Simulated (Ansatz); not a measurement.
A calculation on AlCr₂C (P6₃/mmc, No. 194; start mp-9956) returned lattice constant a 2.840 Å, lattice parameter c 12.704 Å, equilibrium volume per atom 11.10 Å³/atom.

Q: Which level of theory produced these numbers?
(A) PBEsol (Ansatz, a first-principles code)
(B) PBE-D4 (Ansatz)
(C) LDA (Ansatz)
(D) PBE (Ansatz)

A: D, PBE (Ansatz)

The others give: LDA 2.791 Å, 12.478 Å, 10.52 Å³/atom; PBE-D4 2.814 Å, 12.594 Å, 10.80 Å³/atom; PBEsol 2.812 Å, 12.600 Å, 10.78 Å³/atom.

Unless a cell is named, each level is at its own relaxed cell (LDA 10.52, PBE 11.10, PBE-D4 10.80, PBEsol 10.78 Å³/atom).

The crystal itself was run without spin with LDA, PBE-D4, PBEsol, PBE.

Caveats: the relaxation could not lower the start's symmetry, so the cell can be a saddle point above a distorted one (LDA, PBE-D4, PBEsol, PBE). Ansatz's density-functional and Hartree–Fock values are scalar-relativistic unless marked +SOC, with PAW data made under PBE.

A start named mp-… is a Materials Project structure, which can be a computed phase never made.
